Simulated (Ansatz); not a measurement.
**Convergence study of the SCF threshold for InP (R3m, 2 atoms in the cell)**

```yaml
crystal:
  lattice:
    - [0.00000, 2.92619, 2.92619]
    - [2.92619, 0.00000, 2.92619]
    - [2.92619, 2.92619, 0.00000]
  atoms:
    - { symbol: In, position: [0.00493, 0.00493, 0.00493] }
    - { symbol: P, position: [0.25000, 0.25000, 0.25000] }
```

Method: LDA (PW92), PAW files made with PBE (plane waves; Ansatz, a program for electronic structure).

Base settings: basis.ecutwfc = 420 eV; kpoints.mp_grid.grid = 7 7 7; hamiltonian.xc = lda; hamiltonian.pseudopotentials = {kind: paw} (the program's default PAW files); scf.occupations.method = fermi_dirac; scf.occupations.width = 0.02 eV.

The mesh stays at the base's, so the ladder's end is converged at best in this setting alone.

Only quantities that move along the ladder and can be compared are tabulated.

The count of work is k-points × plane waves × bands × iterations; it is no time. 

The starting cell has typed, rounded lattice constants, without a prior relaxation at this level. Its lattice was rescaled by up to half a per cent. One atom was moved a little off its site on purpose.

Steps (scf.convergence.dr2_threshold): 0.1 eV; 0.01 eV; 0.001 eV; 0.0001 eV; 1e-05 eV; 1e-06 eV; 1e-07 eV; 1e-08 eV; 1e-10 eV; 1e-12 eV.

Task: What is the coarsest scf.convergence.dr2_threshold that holds the gap on the mesh within 0.02 eV of the last step, with all finer ones?

Result: 0.01 eV, at 0.40 of the last step's count of work; the step before is off by 0.027 eV.

Task: What is the coarsest scf.convergence.dr2_threshold that holds the free energy within 0.5 meV/atom of the last step, with all finer ones?

Result: 0.01 eV, at 0.40 of the last step's count of work; the step before is off by 0.76 meV/atom.

| scf.convergence.dr2_threshold | free energy less the last step's (meV/atom) | gap on the mesh (eV) | count of work / last |
|---|---|---|---|
| 0.1 eV | 0.76 | 0.475 | 0.30 |
| 0.01 eV | 0.01 | 0.447 | 0.40 |
| 0.001 eV | 0.00 | 0.448 | 0.50 |
| 0.0001 eV | 0.00 | 0.448 | 0.50 |
| 1e-05 eV | 0.00 | 0.448 | 0.60 |
| 1e-06 eV | 0.00 | 0.448 | 0.60 |
| 1e-07 eV | 0.00 | 0.448 | 0.70 |
| 1e-08 eV | 0.00 | 0.448 | 0.70 |
| 1e-10 eV | 0.00 | 0.448 | 0.90 |
| 1e-12 eV | 0.00 | 0.448 | 1.0 |

Keys are those of Ansatz 0.2.
